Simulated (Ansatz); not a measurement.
Start from PbS in the rock salt structure (space group Fm-3m, No. 225).

```xyz
2
Lattice="0.0000 2.9225 2.9225 2.9225 0.0000 2.9225 2.9225 2.9225 0.0000" Properties=species:S:1:pos:R:3 pbc="T T T"
Pb     0.0000     0.0000     0.0000
S      2.9225     2.9225     2.9225
```

Cartesian axes are those of the cell as printed.

Computed with DFT with LDA, PAW potentials and a 420 eV plane-wave cutoff in Ansatz (a program for electronic structure), scalar-relativistic without spin-orbit coupling.

For the base:

```
Property                           Result
-----------------------------  ----------
Shortest interatomic distance  5.523 bohr
Band gap                          0.06 eV
```

Now apply this change: uniaxial strain ε_zz = +2.00 %, all other strain components held at zero, atoms relaxed at fixed cell.

Task: Predict the new stress, shortest interatomic distance and band gap.

Result: The stress (xx, yy, zz, yz, xz, xy; compression positive) amounts to (-0.31, -0.31, -2.85, 0.00, 0.00, 0.00) GPa; the shortest interatomic distance stays 5.523 bohr; the band gap rises by 0.07 eV to 0.13 eV.

Spin-orbit coupling, missing from the scalar runs, can matter with Pb. Whether these cells are dynamically stable was not tested. The zero or small gap of PbS can change with the level of theory.
